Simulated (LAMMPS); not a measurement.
MD of Cu (fcc) at zero pressure, 256 atoms, as a liquid; each row is its own run.

All values are model results, not measurements: MD with a machine-learned potential, pair style snap, file Cu_Zuo_JPCA2020.snap; code LAMMPS.

```csv
T (K),D(Cu) (cm²/s)
1220,1.53e-5
1360,2.64e-5
1700,4.77e-5
1900,5.67e-5
```

### Question
Fit an Arrhenius law, ln y = a + b / x, to these rows (x is the first column, y the second) and predict the run at x = 1490.

### Answer
Least squares gives a = -7.3998 and b = -4405. The slope times kB gives an activation energy of 0.38 eV. At x = 1490 the fit predicts 3.18e-5 cm²/s. The run itself gave (3.22 ± 0.08) × 10^-5 cm²/s, so the fit is 1.2 % low, within the run's error.

Caution (row 1220): this liquid lies under the measured melting point of 1358 K, so it is undercooled or the potential melts low.

Caution: a run this short can hold a crystal over, or a liquid under, the potential's own melting point, which these runs don't give.

Errors of D are the spread over four groups of atoms in one short run; a floor of about 5 %, a picked value, is safer.
